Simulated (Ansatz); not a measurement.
What isotropic strain +3.00 % does to W

Base system: W in the bcc (W type) structure (space group Im-3m, No. 229; a = 3.169 Å; relaxed with 0.1 eV smearing).

It is then changed as follows: every lattice vector is stretched by 3.00 %; the atoms relax in the strained cell.

All numbers come from Ansatz (a first-principles code) r2SCAN, no SOC. Γ-centred 29×29×29 mesh, Fermi–Dirac width 0.1 eV.

```csv
quantity,base,changed,shift
shortest interatomic distance,2.744 Å,2.827 Å,+0.0823 Å
energy relative to the base (free energy F),0 meV/atom,+117 meV/atom,+117 meV/atom
pressure,0.0 GPa,-23.6 GPa,-23.6 GPa
band gap,zero,zero,–
```

Final structure:

```
CELL_PARAMETERS angstrom
     -1.63195     1.63195     1.63195
      1.63195    -1.63195     1.63195
      1.63195     1.63195    -1.63195
ATOMIC_POSITIONS crystal
  W  0.00000 0.00000 0.00000
```

Cost of the whole job for the changed cell (relaxation, final SCF and bands): very roughly 40 core-seconds.

Stability against distortions was not tested. All final runs are without spin polarisation.
